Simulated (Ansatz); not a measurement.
SnSeS (P3m1, No. 156, 3 atoms in the cell; start mp-1218912), treated with LDA (Ansatz, a quantum-chemistry and plane-wave program, plane waves, PAW).

Settings: plane-wave cutoff 520 eV, 12×12×6 k mesh (along the axes of the cell as run), Fermi–Dirac smearing 0.01 eV, scalar-relativistic PAW data made under PBE.

Cell (relaxed at this level):

```cif
data_SSeSn
_chemical_formula_sum 'Sn1 Se1 S1'
_space_group_name_H-M_alt 'P 1'
_space_group_IT_number 1
_cell_length_a 3.71506
_cell_length_b 3.71506
_cell_length_c 5.80074
_cell_angle_alpha 90.000
_cell_angle_beta 90.000
_cell_angle_gamma 120.000
loop_
_space_group_symop_operation_xyz
  'x, y, z'
loop_
_atom_site_label
_atom_site_type_symbol
_atom_site_fract_x
_atom_site_fract_y
_atom_site_fract_z
_atom_site_occupancy
Sn1 Sn 0.33333 0.66667 0.00800 1
Se1 Se 0.00000 0.00000 0.73360 1
S1 S 0.66667 0.33333 0.25840 1
```

**Question.** What does this level give for the band gap and bulk modulus?

**Answer.** 
* **band gap**: 0.59 eV (on the SCF k mesh)
* **bulk modulus**: 29.6 GPa

Note: the relaxation could not lower the start's symmetry, so the cell can be a saddle point above a distorted one; the bulk modulus is −V dP/dV from two relaxed cells at ±2 % in volume.

Spin–orbit coupling is not included.

A start named mp-… is a Materials Project structure, which need not be a measured phase.
